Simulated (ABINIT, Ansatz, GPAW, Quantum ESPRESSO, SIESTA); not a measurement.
**Code comparison for Ta (Im-3m, 1 atom in the cell)**

Relaxation of cell and atoms.

```
CELL_PARAMETERS angstrom
     -1.65000     1.65000     1.65000
      1.65000    -1.65000     1.65000
      1.65000     1.65000    -1.65000
ATOMIC_POSITIONS crystal
  Ta 0.00000 0.00000 0.00000
```

Shared settings, as Ansatz (an electronic-structure program) writes them: kpoints.mp_grid.grid = 14 14 14; scf.occupations.method = fermi_dirac; scf.occupations.width = 0.05 eV. Potentials and cutoffs stand in the table.

| code | model | final volume (Å³/atom) | cutoff |
|---|---|---|---|
| SIESTA | GGA PBE, numerical atomic orbitals TZP, PseudoDojo PBE standard norm-conserving potentials (rewritten from UPF to PSML) | 18.21 | grid 400 Ry |
| Ansatz | PBE, default PAW files | 18.28 | 420 eV |
| ABINIT | PBE, norm-conserving pseudopotentials (PseudoDojo nc-sr-05 PBE standard) | 18.27 | 58 Ry |
| GPAW | PBE, GPAW PAW datasets PBE (gpaw-data 1.0.1) | 18.30 | 600 eV |
| Quantum ESPRESSO | PBE, PSlibrary ultrasoft (PBE) pseudopotentials | 18.16 | 50 Ry |

On Ansatz's run: spin-orbit coupling is off. Spin polarisation is off.

The spread over the programs that give each value: final volume within 0.14 Å³/atom.

SIESTA uses small atom-centred bases, whose incompleteness enters pressures, forces and empty levels differently from a plane-wave cutoff. The programs treat the finite-basis stress differently while the cell relaxes: Ansatz adds an estimate of it, ABINIT smooths its cutoff (ecutsm).

The starting cell has typed, rounded lattice constants, without a prior relaxation at this level.

Keys are those of Ansatz 0.2.
